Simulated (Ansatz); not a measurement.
Pressure series in SnS2

Consider SnS2 in the CdI2 type structure (space group P-3m1, No. 164; a = 3.626 Å, c = 5.573 Å; layered, stacked along the Cartesian z axis).

Cell and atoms are relaxed at each pressure.

All numbers come from Ansatz (a quantum-chemistry and plane-wave program), PBEsol-D3(BJ), PAW, cutoff 420 eV, spin-orbit coupling left out.

| change | band gap | density |
|---|---|---|
| base | 0.96 eV | 4.78 g/cm³ |
| pressure −1 GPa | 1.10 eV | 4.64 g/cm³ |
| pressure 1.8 GPa | [?] | [?] |
| pressure 18 GPa | zero | 5.91 g/cm³ |
| pressure 30 GPa | zero | 6.35 g/cm³ |
| pressure 45 GPa | zero | 6.81 g/cm³ |
| pressure 60 GPa | zero | 7.21 g/cm³ |

Task: Some entries are withheld; estimate them.

Result: 
- pressure 1.8 GPa, band gap: 0.81 eV
- pressure 1.8 GPa, density: 4.98 g/cm³

The mesh was chosen for an insulator and is coarse for the gapless case. Load acts through the strain it causes; cell and atoms are relaxed under it. No phonon test of stability was made. No other phases were tried under pressure. All final runs are without spin polarisation. The zero or small gap of SnS2 under pressure 18 GPa and SnS2 under pressure 30 GPa can change with the level of theory.
